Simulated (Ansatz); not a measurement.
**What uniaxial strain ε_xx = −1.50 % does to CdI2**

Consider CdI$_{2}$ in the CdI2 type structure (space group P-3m1, No. 164; a = 4.1527 Å, c = 6.5508 Å; layered, stacked along the Cartesian z axis). Axes: x lies along a and z along c of the hexagonal cell.

Perturbation: uniaxial strain ε_xx = −1.50 %, all other strain components held at zero, atoms relaxed at fixed cell.

Computed with PBEsol-D3(BJ) (Ansatz, an electronic-structure program), no spin-orbit coupling. Settings: 9×9×5 k-points, 0.05 eV Fermi–Dirac smearing.

```json
[
 {"quantity": "space group", "base": "P-3m1 (No. 164)", "changed": "C2/m (No. 12)", "shift": "–"},
 {"quantity": "shortest interatomic distance", "base": "2.946 Å", "changed": "2.931 Å", "shift": "-0.0145 Å"},
 {"quantity": "energy relative to the base (free energy F)", "base": "0 meV/atom", "changed": "+1.2 meV/atom", "shift": "+1.2 meV/atom"},
 {"quantity": "band gap", "base": "2.17 eV", "changed": "2.09 eV", "shift": "-0.086 eV"},
 {"quantity": "gap character", "base": "–", "changed": "indirect, k = (0, 0.111, 0.200) in the run's primitive reciprocal basis → k = (0.444, 0, 0.400) in the run's primitive reciprocal basis", "shift": "–"},
 {"quantity": "smallest direct gap", "base": "2.56 eV", "changed": "2.64 eV", "shift": "+0.08 eV"},
 {"quantity": "largest internal atomic displacement", "base": "–", "changed": "0.011 Å", "shift": "–"},
 {"quantity": "stress (xx, yy, zz, yz, xz, xy; compression positive)", "base": "–", "changed": "(0.79, 0.28, 0.23, 0.06, 0.00, 0.00) GPa", "shift": "–"}
]
```

With I present, leaving out spin-orbit coupling can change the band edges. Stability against distortions was not tested. k-point labels follow each cell's own Brillouin zone.
